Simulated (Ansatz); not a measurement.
Response to strain in NaVSe2

Start from NaVSe2 (space group R-3m, No. 166; a = 3.7039 Å, c = 20.4647 Å (hexagonal axes); ferromagnetic; a model cell, its experimental status unchecked; relaxed with 0.1 eV smearing). Axes: x lies along a and z along c of the hexagonal cell.

Strains are applied to the cell and any free atomic positions relax; under biaxial strain the out-of-plane vector relaxes too.

Level of theory: PBEsol, PAW, 420 eV (Ansatz, an electronic-structure program; no spin-orbit coupling).

Candidates:
(a) biaxial strain +1.46 %, plane normal [001], relaxed out of plane
(b) biaxial strain −0.72 %, plane normal [001], relaxed out of plane
(c) biaxial strain −0.80 %, plane normal [001], relaxed out of plane
(d) biaxial strain −3.75 %, plane normal [001], relaxed out of plane

Order them by out-of-plane strain, highest first.

(d) biaxial strain −3.75 %, plane normal [001], relaxed out of plane (+3.47 %), (c) biaxial strain −0.80 %, plane normal [001], relaxed out of plane (+0.71 %), (b) biaxial strain −0.72 %, plane normal [001], relaxed out of plane (+0.64 %), (a) biaxial strain +1.46 %, plane normal [001], relaxed out of plane (-1.28 %)

The magnetic state is the one reached from the starting moments; the real material's order can differ, and small cells can't hold many antiferromagnetic ones. Stability against distortions was not tested.
